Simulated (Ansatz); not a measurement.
System: cubic perovskite CsPbCl3 (cubic high-temperature phase). Method: r²SCAN+SOC (PAW; Ansatz, a quantum-chemistry and plane-wave program).

Run with plane-wave cutoff 560 eV, 6×6×6 k mesh, Fermi–Dirac smearing 0.01 eV, PAW data made under PBE.

Response to compression and expansion:

| V (Å³/atom) | P (GPa) | direct gap at Γ (eV) | smallest gap on the k mesh (eV) |
|---|---|---|---|
| 34.184 | 1.78 | 6.580 | 0.866 |
| 34.911 | 1.12 | 6.525 | 0.972 |
| 35.639 | 0.53 | 6.473 | 1.070 |
| 36.366 | 0.00 | 6.423 | 1.160 |
| 37.093 | -0.47 | 6.375 | 1.243 |
| 37.821 | -0.89 | 6.329 | 1.319 |
| 38.548 | -1.26 | 6.284 | 1.388 |

The fundamental gap (1.16 eV at the equilibrium volume, with added k points) lies elsewhere than Γ–Γ.

Note: the relaxation could not lower the start's symmetry, so the cell can be a saddle point above a distorted one.
